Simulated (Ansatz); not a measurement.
System: TiGeO₃ (model structure, started from the PbTiO3 type, P4mm, No. 99, 5 atoms in the cell). Method: PBEsol (PAW; Ansatz, a program for electronic structure).

Run with plane-wave cutoff 520 eV, 10×10×8 k mesh (along the axes of the cell as run), Fermi–Dirac smearing 0.01 eV, no spin polarisation, scalar-relativistic PAW data made under PBE.

Cell (relaxed with PBEsol):

Space group P4mm (No. 99); a = 3.716 Å, b = 3.716 Å, c = 4.481 Å, α = 90.00°, β = 90.00°, γ = 90.00°

```json
[
 {"atom": "Ti", "site": "1b", "symmetry": "4mm", "x": "0.5000", "y": "0.5000", "z": "0.5977"},
 {"atom": "Ge", "site": "1a", "symmetry": "4mm", "x": "0.0000", "y": "0.0000", "z": "0.1995"},
 {"atom": "O", "site": "2c", "symmetry": "2mm.", "x": "0.0000", "y": "0.5000", "z": "0.4580"},
 {"atom": "O", "site": "1b", "symmetry": "4mm", "x": "0.5000", "y": "0.5000", "z": "0.9769"}
]
```

Q: Predict the band gap, smallest direct gap on the k points sampled and direct gap at Γ.

A: 
- band gap: 1.55 eV (indirect)
- smallest direct gap on the k points sampled: 2.63 eV
- direct gap at Γ: 3.67 eV

Note: the relaxation could raise the start's symmetry but not lower it, so the cell can be a saddle point.

Spin–orbit coupling is not included.

The computed numbers hold no vibrational or temperature effects.

A model structure was made by putting elements into a prototype or built by hand; it is no filed structure, need not be a known phase, and can be a saddle point held by its symmetry.
